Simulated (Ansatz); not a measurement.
Consider this model of amorphous Hf$_{18}$O$_{36}$Ag.

```xyz
55
Lattice="8.9805 0.0000 0.0000 0.0000 8.9805 0.0000 0.0000 0.0000 8.9805" Properties=species:S:1:pos:R:3 pbc="T T T"
Hf     1.1626     5.2403     5.3486
Hf     2.1294     8.6425     5.0772
Hf     8.4749     0.2764     7.8697
Hf     5.9894     7.9298     1.0155
Hf     7.6922     8.6587     4.5667
Hf     0.5568     2.9779     2.9944
Hf     7.5577     3.0824     6.2691
Hf     3.4506     1.2550     2.9160
Hf     8.8043     5.4967     0.0602
Hf     2.9784     6.4785     8.2197
Hf     6.4758     6.4299     6.8018
Hf     6.8838     5.7197     3.3218
Hf     4.5770     3.5897     8.0589
Hf     4.8338     0.5023     6.7012
Hf     1.6982     2.4402     8.7575
Hf     6.4903     2.1294     1.9546
Hf     4.5200     4.0171     4.7355
Hf     2.8582     6.3311     2.5742
O      5.0230     0.6112     1.7665
O      8.0189     7.2487     7.9370
O      2.8344     4.1056     5.7087
O      7.8198     1.4113     3.4592
O      0.0583     2.3259     7.4499
O      1.6385     4.6950     3.2142
O      8.3030     6.4498     4.6782
O      3.9197     0.7483     4.9497
O      2.8601     4.2674     8.7534
O      4.1324     6.8724     0.9600
O      3.6052     1.7703     7.9251
O      0.3155     8.7460     5.9205
O      6.0133     7.8492     5.4815
O      6.3319     4.8662     5.2177
O      4.6810     5.5252     3.3175
O      2.7975     8.3278     2.9255
O      5.3785     2.8212     6.2996
O      1.5485     6.4162     0.8758
O      1.6502     1.5264     4.0602
O      1.1729     0.4543     8.8751
O      5.8596     3.2409     0.4577
O      7.0240     1.0019     6.3812
O      4.7043     5.5731     7.3754
O      7.5138     3.8678     2.7413
O      0.2802     3.6461     0.8205
O      1.2172     5.7904     7.3102
O      2.3485     6.6828     4.6425
O      7.5560     4.6783     7.5099
O      7.2078     6.1093     1.1930
O      5.5675     8.0596     7.9982
O      6.7217     7.7825     2.9577
O      4.9026     2.6948     3.2843
O      8.9658     3.5999     4.9730
O      3.1153     8.1079     6.8904
O      2.2047     2.2680     1.7287
O      7.3097     0.6265     0.6094
Ag     0.4645     8.5377     2.0780
```

These are PBE, scalar-relativistic without spin-orbit coupling (plane waves to 420 eV, PAW; Ansatz, a first-principles code) values and carry that method's errors. In the spin-polarised cell the level spacing at the Fermi energy can part levels of unlike spin.

Preparation: random packing, a CHGNet melt and quench, and a DFT relaxation. O atoms were pushed apart under 1.9 Å during the dynamics, to hinder bonds among them. The hot cell started wider than the set density and was brought back towards it in steps. It is the lowest in DFT energy of 2 quenches. It is a model cell: composition and starting density were chosen by hand, and all elements were melted together. No dispersion term was used. Its density started from a set value of 9.04 and ended at 8.93 g/cm³. Cooling (nominally 380 K/ps over its main leg) ran many orders faster than in experiment, which tends to leave more defects and strain. Values belong to this one cell and scatter from quench to quench. The volume was free in the relaxation, at fixed shape. Stress components on the final sampling reach 1.4 GPa. On a 2×2×2 Γ-centred mesh force components of up to 0.20 eV/Å stay, since the relaxation ran on the zone centre alone.

Bonds are counted up to Hf-Hf 3.34 Å, Hf-O 2.56 Å, Hf-Ag 3.27 Å, O-O 1.58 Å, O-Ag 2.53 Å, Ag-Ag 3.19 Å. Two cations that share two anions don't count as bonded, nor two that share one unless they lie closer than Hf-Hf 3.25 Å, Hf-Ag 3.18 Å, Ag-Ag 3.10 Å.

Problem. Give the coordination numbers, mean bond lengths and angles.

Solution. 
- Mean coordination of Hf by anions: 6.00 (2 with 5, 14 with 6, 2 with 7); 1 close contacts or bonds to cations besides
- Mean coordination of O: 3.06 (2 with 2, 30 with 3, 4 with 4)
- Mean coordination of Ag by anions: 2.00 (1 with 2); 1 close contacts or bonds to cations besides
- Mean Hf-O bond: 2.125 Å (spread 0.099 Å, 108 counted)
- Mean O-Ag bond: 2.478 Å (spread 0.013 Å, 2 counted)
- Bond angle at Hf: mean 103.2°, spread 28.7°
- Bond angle at O: mean 116.7°, spread 17.8°

Problem. Which atoms depart from the most common coordination of their element?

Solution. Hf5 has 7 (O22 2.06 Å, O49 2.07 Å, O31 2.08 Å, O30 2.10 Å, O25 2.29 Å, O40 2.34 Å, Ag55 3.05 Å); Hf6 has 7 (O24 2.04 Å, O37 2.11 Å, O51 2.15 Å, O53 2.20 Å, O42 2.23 Å, O43 2.29 Å, O22 2.37 Å); Hf13 has 5 (O39 1.92 Å, O27 1.97 Å, O29 2.07 Å, O35 2.08 Å, O41 2.10 Å); Hf14 has 7 (O26 1.99 Å, O48 2.06 Å, O29 2.15 Å, O52 2.21 Å, O40 2.27 Å, O31 2.36 Å, O35 2.42 Å); Hf17 has 5 (O21 1.95 Å, O50 2.00 Å, O32 2.06 Å, O33 2.08 Å, O35 2.15 Å); O21 has 2 (Hf17 1.95 Å, Hf1 2.05 Å); O32 has 4 (Hf17 2.06 Å, Hf12 2.15 Å, Hf11 2.23 Å, Hf7 2.41 Å); O34 has 4 (Hf8 2.02 Å, Hf18 2.03 Å, Hf2 2.27 Å, Ag55 2.49 Å); O35 has 4 (Hf13 2.08 Å, Hf17 2.15 Å, Hf7 2.20 Å, Hf14 2.42 Å); O39 has 2 (Hf13 1.92 Å, Hf16 1.97 Å); O40 has 4 (Hf7 2.15 Å, Hf3 2.20 Å, Hf14 2.27 Å, Hf5 2.34 Å).

Problem. List the pairs of like atoms that count as bonded by the rules above.

Solution. There are none by these rules.
